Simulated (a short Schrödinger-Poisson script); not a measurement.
System: gated Al0.2Ga0.8N/GaN polarisation-induced gas, at 300 K.

| layer | material | thickness (nm) | Na (cm⁻³) |
|---|---|---|---|
| 1 | Al0.2Ga0.8N | 10 | - |
| 2 | GaN | 6000 | 3e15 |

The device is made up for the run: typed textbook-type constants, with dimensions and the other settings drawn at random. Al0.2Ga0.8N: permittivity 9.38, conduction-band edge (eV) 0.262, gap (eV) 3.804, electron mass (mₑ) 0.224, Nv at 300 K (cm⁻³) 4.6e19. GaN: permittivity 9.5, conduction-band edge (eV) 0, gap (eV) 3.43, Nv at 300 K (cm⁻³) 4.6e19.

Channel valleys (confinement mass, in-plane density-of-states mass, number): Γ 0.2, 0.2, 1. At the gate the conduction-band edge of layer 1 lies 1.1 eV − eVg above the Fermi level of the channel; the field vanishes at the back. Sheet of polarisation charge: +9.4e12 e/cm² at 10 nm from the gate. The barrier under the gate holds no holes. Gaps are held at their typed values at every temperature. Mesh 0.08 nm at interfaces.

Solved with a short Schrödinger-Poisson script written for these runs: 1D Poisson equation in equilibrium, electrons quantum, Hartree plus LDA exchange-correlation (BenDaniel-Duke, 40 states a valley, the channel's in-plane mass for all, wave functions free to enter the barrier), parabolic valleys, classical holes, full ionisation, no traps, pinning or gate leakage.

The same stack at other levels of the model or other numerical settings:

```tsv
run	sheet density of all electrons at Vg = 0.5 V (cm⁻²)	sheet density of all electrons at Vg = -0.5 V (cm⁻²)	capacitance at Vg = 0.5 V (μF/cm²)	centroid of the channel electrons at Vg = 0.5 V (nm)	rough cost against the base
base	6.32e12	1.75e12	0.765	2.04	about 1
electrons treated as classical, Boltzmann	6.72e12	1.87e12	0.797	1.04	0.02
electrons treated as classical, Fermi-Dirac	6.19e12	1.77e12	0.728	___	0.06
electrons treated as quantum, Hartree	6.13e12	___	0.758	2.26	0.6
mesh six times as coarse	6.32e12	1.75e12	0.766	1.96	0.3
one subband a valley	6.29e12	1.73e12	0.761	___	0.3
```

### Question
Complete the blanks.

### Answer

- one subband a valley, centroid of the channel electrons at Vg = 0.5 V (nm): 1.63
- electrons treated as quantum, Hartree, sheet density of all electrons at Vg = -0.5 V (cm⁻²): 1.65e12
- electrons treated as classical, Fermi-Dirac, centroid of the channel electrons at Vg = 0.5 V (nm): 1.89

The classical rows ignore confinement, and Boltzmann statistics overrate the density once the band edge passes the Fermi level.
